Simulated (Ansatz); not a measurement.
Start from SiC in the wurtzite structure (space group P6_3mc, No. 186; a = 3.092 Å, c = 5.074 Å).

(Cell as relaxed with PBE.)

Levels (all Ansatz, a first-principles code, PAW, earlier PAW set): PBE (420 eV, without spin-orbit coupling); r2SCAN (500 eV, no SOC).

Each level relaxes its own structure.

| base | PBE | r2SCAN |
|---|---|---|
| volume per atom | 10.50 Å³ | 10.34 Å³ |
| lattice parameter a | 3.092 Å | 3.075 Å |
| band gap | 2.31 eV | 2.65 eV |

It is then changed as follows: an isotropic linear strain of −1.43 %; the atoms relax in the strained cell.

```tsv
quantity	PBE	r2SCAN
valence-band top at Γ (three highest levels, from the VBM)	0.00, 0.00, -0.11 eV	0.00, 0.00, -0.12 eV
energy relative to the base (free energy F)	+13 meV/atom	+14 meV/atom
pressure (mean of the normal stresses, compression positive)	10.05 GPa	10.72 GPa
mean gap deformation potential ΔEg/Δln V	+1.9 eV	+1.5 eV
electron mass	0.26 mₑ along c, 0.43 mₑ across (at K)	0.25 mₑ along c, 0.42 mₑ across (at K)
```

PBE's energy relative to the base lies 0.7 meV/atom below r2SCAN's; PBE's pressure lies 0.67 GPa below r2SCAN's; PBE's mean gap deformation potential ΔEg/Δln V lies 0.33 eV above r2SCAN's. Neither level is exact; r2SCAN is the comparison here, not a measurement.

Masses are band curvatures over ±0.01 Å⁻¹ around the edge. No phonon test of stability was made.
